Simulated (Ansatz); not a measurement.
The reference is TiO2 in the rutile structure (space group P4_2/mnm, No. 136; a = 4.5912 Å, c = 2.9390 Å). Axes: x, y, z lie along a, b, c of the conventional cell.

The values are results of PBEsol/PAW in Ansatz (a first-principles code), spin-orbit coupling left out, not measurements.

Base values:

* **Valence-band top at Γ**: 0.00, -0.45, -0.45 eV
* **Shortest interatomic distance**: 1.942 Å
* **Band gap**: 1.87 eV

The change: uniaxial strain ε_zz = +1.80 %, all other strain components held at zero; the atoms relax in the strained cell.

Problem. Estimate the effect on the valence-band top at Γ.

Solution. The valence-band top at Γ (three highest levels, from the VBM) goes from 0.00, -0.45, -0.45 eV to 0.00, -0.44, -0.44 eV.

Problem. Estimate the effect on the shortest interatomic distance.

Solution. The shortest interatomic distance grows by 0.017 Å to 1.959 Å.

Problem. How does this affect the band gap?

Solution. The band gap falls by 0.05 eV, from 1.87 eV to 1.82 eV.

Problem. How does this affect the stress?

Solution. The stress (xx, yy, zz, yz, xz, xy; compression positive) comes out as (-2.82, -2.82, -8.52, 0.00, 0.00, 0.00) GPa.

Stability against distortions was not tested. The final runs are not spin-polarised.
